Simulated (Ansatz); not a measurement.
The parent structure is Si in the diamond structure (space group Fd-3m, No. 227; a = 5.444 Å). Axes: x, y, z lie along the cube axes.

Level of theory: r2SCAN (Ansatz, a program for electronic structure; PAW; 500 eV plane waves; scalar-relativistic without spin-orbit coupling), earlier PAW set.

Strains are applied to the cell and any free atomic positions relax; under biaxial strain the out-of-plane vector relaxes too.

One change was made to it. Results:

```csv
quantity,base,after
band gap,0.78 eV,0.56 eV
energy relative to the base (free energy F),0 meV/atom,+7.2 meV/atom
```

**Question.** Which change produced these results?
(A) biaxial strain −1.74 %, plane normal [001], relaxed out of plane
(B) biaxial strain −1.04 %, plane normal [001], relaxed out of plane
(C) strain tensor (xx, yy, zz, yz, xz, xy) = (+0.24, −0.67, +0.26, +0.71, +1.31, +0.44) %

**Answer.** A, biaxial strain −1.74 %, plane normal [001], relaxed out of plane. For comparison, the energy relative to the base in the other runs: biaxial strain −1.04 %, plane normal [001], relaxed out of plane gives +2.6 meV/atom; strain tensor (xx, yy, zz, yz, xz, xy) = (+0.24, −0.67, +0.26, +0.71, +1.31, +0.44) % gives +5.3 meV/atom.

No phonon test of stability was made.
